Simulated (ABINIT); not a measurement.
ABINIT run on Ag (Fm-3m, 1 atom in the cell): relaxation of cell and atoms.

Level of theory: PBE, PAW (JTH v2.0 PBE PAW) (plane waves; ABINIT 10.0.3).

Input as run:

```
# Ag, JTH v2.0 PBE PAW
pp_dirpath "./"
pseudos "Ag.GGA_PBE-JTH.xml"
acell 3*1.0 Angstrom
rprim
        -0.0000000000    2.0552250000    2.0552250000
         2.0552250000    0.0000000000    2.0552250000
         2.0552250000    2.0552250000    0.0000000000
natom 1
ntypat 1
znucl 47
typat 1
xred    0.0000000000    0.0000000000    0.0000000000
ecut 20 Ry
pawecutdg 40 Ry
ixc 11
occopt 3
tsmear 0.00367493
nband 11
kptopt 1
ngkpt 5 5 5
nshiftk 1
shiftk 0 0 0
nstep 50
tolvrs 1.0e-11
ionmov 22
ntime 40
tolmxf 5.0e-05
optcell 2
dilatmx 1.08
ecutsm 0.5
prtwf 0
prtden 0
prtvol 1
```

Output (repeated stretches shortened):

```
   0.00000   0.00000   0.00000   1.14098   0.00000   0.00000  -0.00416   0.00000   0.00000   0.00000   0.00000   0.00000 ...
   0.00000   0.00000   0.00000   0.00000   1.14098   0.00000   0.00000  -0.00416   0.00000   0.00000   0.00000   0.00000 ...
   0.00000   0.00000  -0.00416   0.00000   0.00000   0.00002   0.00000   0.00000   0.00000   0.00000   0.00000   0.00000 ...
   [... lines left out ...]

 Write iteration in HIST netCDF file

---OUTPUT-----------------------------------------------------------------------

 Cartesian coordinates (xcart) [bohr]
  0.00000000000000E+00  0.00000000000000E+00  0.00000000000000E+00
 Reduced coordinates (xred)
  0.00000000000000E+00  0.00000000000000E+00  0.00000000000000E+00
 Cartesian forces (fcart) [Ha/bohr]; max,rms= 0.00000E+00 0.00000E+00 (free atoms)
 -0.00000000000000E+00 -0.00000000000000E+00 -0.00000000000000E+00
 Gradient of E wrt nuclear positions in reduced coordinates (gred)
  0.00000000000000E+00  0.00000000000000E+00  0.00000000000000E+00
 Scale of Primitive Cell (acell) [bohr]
  5.53272271231522E+00  5.53272271231522E+00  5.53272271231522E+00
 Real space primitive translations (rprimd) [bohr]
  0.00000000000000E+00  3.91222574830292E+00  3.91222574830292E+00
  3.91222574830292E+00  0.00000000000000E+00  3.91222574830292E+00
  3.91222574830292E+00  3.91222574830292E+00  0.00000000000000E+00
 Unitary Cell Volume (ucvol) [Bohr^3]=  1.19757223017628E+02
 Angles (23,13,12)= [degrees]
  6.00000000000000E+01  6.00000000000000E+01  6.00000000000000E+01
 Lengths [Bohr]
  5.53272271231522E+00  5.53272271231522E+00  5.53272271231522E+00
 Stress tensor in cartesian coordinates (strten) [Ha/bohr^3]
  1.38606570745103E-05  0.00000000000000E+00  0.00000000000000E+00
  0.00000000000000E+00  1.38606570745034E-05  0.00000000000000E+00
  0.00000000000000E+00  0.00000000000000E+00  1.38606570745069E-05
 Total energy (etotal) [Ha]= -3.82152507680761E+01

 Difference of energy with previous step (new-old):
           Absolute (Ha)=-4.10382E-06
           Relative     =-1.07387E-07
 fconv : at Broyd/MD step   9, gradients have not converged yet.
  max grad (force/stress) = 1.3861E-03 > tolmxf= 5.0000E-05 ha/bohr (free atoms)

--- !Ionmov22Error
src_file: m_pred_bfgs.F90
src_line: 798
mpi_rank: 0
message: |
    Lbfgs routine failed. Returned value: 0
    Restart your calculation from last step or try a different ionmov
...

 abinit_abort: decision taken to exit. Check above messages for more info
Abort(13) on node 0 (rank 0 in comm 0): application called MPI_Abort(MPI_COMM_WORLD, 13) - process 0
```

The program stopped with an error. 

The starting cell has typed, rounded lattice constants, without a prior relaxation at this level. Its lattice was rescaled by up to half a per cent.

These are the values that this program gave, and no reference: the one-centre exchange-correlation terms come from a truncated expansion.
